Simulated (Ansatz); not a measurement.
Data:

```
Ag
1.0
    0.00000     2.02750     2.02750
    2.02750     0.00000     2.02750
    2.02750     2.02750     0.00000
Ag
1
Direct
  0.00000   0.00000   0.00000
```

Computed with PBEsol, rigid bands (plane waves, PAW, scalar-relativistic; Ansatz, a program for electronic structure). Cell: cell and atoms relaxed with PBEsol.

Problem. Predict the product ρ₀λ of resistivity and mean free path that follows from the Fermi surface's area.

Solution. 8.4 ×10⁻¹⁶ Ω·m².

Problem. And the Drude plasma energy and the root-mean-square Fermi velocity at 300 K?

Solution. 9.2 eV; 1.4e6 m/s.

A metal at this level (no band gap); rigid bands, thermally averaged at 300 K, both spins. Spin-orbit coupling is left out. τ is one relaxation time for all states; the product of resistivity and mean free path takes one path for all states instead.
